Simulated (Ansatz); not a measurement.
Base system: Ta in the bcc (W type) structure (space group Im-3m, No. 229; relaxed with 0.1 eV smearing).

```
CELL_PARAMETERS angstrom
     -1.65304     1.65304     1.65304
      1.65304    -1.65304     1.65304
      1.65304     1.65304    -1.65304
ATOMIC_POSITIONS crystal
  Ta 0.00000 0.00000 0.00000
```

Cartesian axes are those of the cell as printed.

Calculations: Ansatz (an electronic-structure program) r2SCAN, no SOC.

Strains are applied to the cell and any free atomic positions relax.

One change was made to it. Results:

The energy grows by 15 meV/atom; the pressure (mean of the normal stresses, compression positive) goes from zero to 6.6 GPa.

Question: Name the change that was made.
A. uniaxial strain ε_zz = −3.00 %
B. uniaxial strain ε_zz = −1.50 %
C. uniaxial strain ε_zz = −2.50 %
D. uniaxial strain ε_zz = −0.50 %

Answer: A, uniaxial strain ε_zz = −3.00 %. For comparison, the energy relative to the base in the other runs: uniaxial strain ε_zz = −2.50 % gives +10 meV/atom; uniaxial strain ε_zz = −1.50 % gives +3.6 meV/atom; uniaxial strain ε_zz = −0.50 % gives +0.4 meV/atom.

Whether these cells are dynamically stable was not tested. All final runs are without spin polarisation.
